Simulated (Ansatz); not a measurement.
LuAlN2 (model structure, started from the LiGaO2 type, Pna2₁, No. 33, 16 atoms in the cell)

Level of theory: r²SCAN (Ansatz, a quantum-chemistry and plane-wave program, PAW).

Run with plane-wave cutoff 560 eV, 6×6×8 k mesh (along the axes of the cell as run), Fermi–Dirac smearing 0.01 eV, scalar-relativistic PAW data made under PBE.

Cell (relaxed with PBEsol):

```xyz
16
Lattice="5.8666 0.0000 0.0000 0.0000 6.9154 0.0000 0.0000 0.0000 5.1335" Properties=species:S:1:pos:R:3 pbc="T T T"
Lu     3.5114     6.0655     5.0540
Lu     2.3552     0.8500     2.4872
Lu     5.2885     2.6077     2.4872
Lu     0.5781     4.3077     5.0540
Al     3.3618     2.5823     0.0070
Al     2.5047     4.3331     2.5737
Al     5.4380     6.0401     2.5737
Al     0.4285     0.8754     0.0070
N      0.2927     0.7205     1.8878
N      5.5739     6.1949     4.4545
N      2.6406     4.1782     4.4545
N      3.2260     2.7372     1.8878
N      2.3192     1.0097     4.7207
N      3.5473     5.9058     2.1540
N      0.6141     4.4674     2.1540
N      5.2525     2.4481     4.7207
```

For LuAlN2 (model structure, started from the LiGaO2 type, Pna2₁, No. 33, 16 atoms in the cell), the band gap comes out as 3.32 eV and the smallest direct gap on the k points sampled comes out as 3.38 eV. The Γ–Γ gap is 3.53 eV.

Note: the relaxation could raise the start's symmetry but not lower it, so the cell can be a saddle point; cell and atoms aren't relaxed at this level (largest force component 0.18 eV/Å, pressure 1.1 GPa).

Spin–orbit coupling is not included.

The computed numbers hold no vibrational or temperature effects.

A model structure was made by putting elements into a prototype or built by hand; it is no filed structure, need not be a known phase, and can be a saddle point held by its symmetry.
